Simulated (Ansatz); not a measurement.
Pressure series in Sc

Consider Sc in the hcp (Mg type) structure (space group P6_3/mmc, No. 194; a = 3.329 Å, c = 5.192 Å).

Cell and atoms are relaxed at each pressure.

Calculations: r2SCAN (Ansatz, a quantum-chemistry and plane-wave program), no spin-orbit coupling.

```json
[
 {"P (GPa)": "-1.99", "V (Å³/atom)": "25.904"},
 {"P (GPa)": "-1.00", "V (Å³/atom)": "25.392"},
 {"P (GPa)": "0.89", "V (Å³/atom)": "24.528"},
 {"P (GPa)": "2.09", "V (Å³/atom)": "24.040"},
 {"P (GPa)": "4.49", "V (Å³/atom)": "23.170"},
 {"P (GPa)": "9.00", "V (Å³/atom)": "21.819"},
 {"P (GPa)": "15.00", "V (Å³/atom)": "20.402"},
 {"P (GPa)": "22.50", "V (Å³/atom)": "19.024"},
 {"P (GPa)": "30.00", "V (Å³/atom)": "17.928"}
]
```

Fit a third-order Birch–Murnaghan equation of state.

Least squares on P(V) = (3B₀/2)[(V₀/V)^(7/3) − (V₀/V)^(5/3)]·[1 + (3/4)(B₀′ − 4)((V₀/V)^(2/3) − 1)] gives V₀ = 24.92 Å³/atom, B₀ = 55 GPa and B₀′ = 3.2.

Load acts through the strain it causes; cell and atoms are relaxed under it. Stability against distortions was not tested. Competing high-pressure phases were not computed. The final runs are not spin-polarised.
